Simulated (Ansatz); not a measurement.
A self-consistent single point of LuHg (P4mm, 2 atoms in the cell) with Ansatz (an electronic-structure program).

Level of theory: LDA (PW92), default PAW files made with PBE (plane waves; Ansatz).

The change in words: lattice scaled by 0.98; kpoints.mp_grid.grid: 9 9 9 → 15 15 15; scf.occupations.width: 0.0073 Ry → 0.0037 Ry. Reference geometry:
```yaml
crystal:
  lattice:
    - [3.62808, 0.00000, 0.00000]
    - [0.00000, 3.62808, 0.00000]
    - [0.00000, 0.00000, 3.62808]
  atoms:
    - { symbol: Lu, position: [0.50000, 0.50000, 0.51378] }
    - { symbol: Hg, position: [0.00000, 0.00000, 0.00000] }
```

Reference input (self-consistent single point, DFT, LDA (PW92), plane waves, default PAW files made with PBE): basis.ecutwfc = 30.9 Ry; kpoints.mp_grid.grid = 9 9 9; hamiltonian.xc = lda; hamiltonian.pseudopotentials = {kind: paw} (the program's default PAW files); scf.occupations.method = gaussian; scf.occupations.width = 0.0073 Ry. This run's input differs from it in these lines:

Ansatz 0.2 input:
```diff
@@ -3,7 +3,7 @@
   lattice:
-    - [3.62808000, 0.00000000, 0.00000000]
-    - [0.00000000, 3.62808000, 0.00000000]
-    - [0.00000000, 0.00000000, 3.62808000]
+    - [3.55551800, 0.00000000, 0.00000000]
+    - [0.00000000, 3.55551800, 0.00000000]
+    - [0.00000000, 0.00000000, 3.55551800]
   atoms:
-    - { symbol: Lu, position_ang: [1.81404000, 1.81404000, 1.86403857] }
+    - { symbol: Lu, position_ang: [1.77775900, 1.77775900, 1.82675759] }
     - { symbol: Hg, position_ang: [0.00000000, 0.00000000, 0.00000000] }
@@ -12,3 +12,3 @@
 kpoints:
-  mp_grid: { grid: [9, 9, 9] }
+  mp_grid: { grid: [15, 15, 15] }
 hamiltonian:
@@ -17,3 +17,3 @@
 scf:
-  occupations: { method: gaussian, width: 0.0073 Ry }
+  occupations: { method: gaussian, width: 0.0037 Ry }
 output:
```

Log, with long lists cut:

```
SCF iter   1: F=—  HF=-28016.555955 eV  |F-HF|=—  |Δ(HF+E_count)|=         —  Δρ=4.43e-3  dr2=3.77e-3  ethr=1.77e-3  ⟨swp⟩=5.7  Hψ=39676  notcnv=0
all-band conjugate gradients solve this SCF's bands
preconditioner: auto → Kerker (q_TF=auto, 2.729 Å⁻¹)
SCF iter   2: F=—  HF=-28016.554054 eV  |F-HF|=—  |Δ(HF+E_count)|=   1.90e-3  Δρ=2.32e-3  dr2=9.35e-4  ethr=8.37e-6  ⟨swp⟩=3.2  Hψ=21667  notcnv=0  defer=37
   [... lines left out ...]
SCF iter   5: F=—  HF=-28016.553885 eV  |F-HF|=—  |Δ(HF+E_count)|=   2.34e-6  Δρ=8.94e-5  dr2=3.00e-6  ethr=8.81e-8  ⟨swp⟩=2.1  Hψ=13496  notcnv=0  defer=37
SCF iter   6: F=—  HF=-28016.553885 eV  |F-HF|=—  |Δ(HF+E_count)|=   6.63e-8  Δρ=1.80e-5  dr2=7.62e-8  ethr=2.22e-10  ⟨swp⟩=8.7  Hψ=59613  notcnv=0
SCF iter   7: F=—  HF=-28016.553885 eV  |F-HF|=—  |Δ(HF+E_count)|=   8.10e-8  Δρ=7.59e-6  dr2=1.94e-8  ethr=1.69e-10  ⟨swp⟩=6.0  Hψ=36100  notcnv=0
SCF iter   8: F=-28016.553885 eV  HF=-28016.553885 eV  |F-HF|=4.44e-10  |Δ(HF+E_count)|=  3.64e-11  Δρ=2.70e-6  dr2=1.55e-9  ethr=4.30e-11  ⟨swp⟩=5.9  Hψ=35318  notcnv=0
SCF 1 converged in 8 iterations: F = -28016.553885 eV  dr2 = 1.55e-9
Free energy (F): -28016.553885 eV
Internal energy: -28016.552079 eV  (E = F + TS)
E sigma→0 (E₀):  -28016.552982 eV
Entropy (-TS):   -0.001806 eV (-0.903 meV/atom)
Fermi energy:    17.368011 eV
--- Forces (eV/Å), atoms counted from 1 ---
  atom   1  Lu    -0.00000000     0.00000000    -0.12785410
  atom   2  Hg    -0.00000000     0.00000000     0.12785931
--- Stress (GPa, compression-positive) ---
       -0.706058       0.000000      -0.000000
        0.000000      -0.706058       0.000000
       -0.000000       0.000000      -0.741319
  P = ⅓ Tr σ = -0.7178 GPa (-7.178 kbar)
  The stress holds the Pulay correction. Without it, at fixed plane waves, as pw.x and ABINIT print it: P = -0.7643 GPa
```

The run converged in 8 iterations. Against the reference run the free energy goes down by 26.2 meV/atom, the pressure goes from -5.32 to -0.72 GPa and the largest force goes from 0.088 to 0.128 eV/Å.

The starting cell comes from a database of computed structures (which also holds hypothetical and non-ambient phases and stackings), without a prior relaxation at this level. Its lattice was rescaled by up to half a per cent. One atom was moved a little off its site on purpose. For this run, on top of that: lattice scaled by 0.98. Ansatz's pressure includes its estimate of the finite-basis (Pulay) stress.

Cost on one core of a shared machine: roughly 50 s.
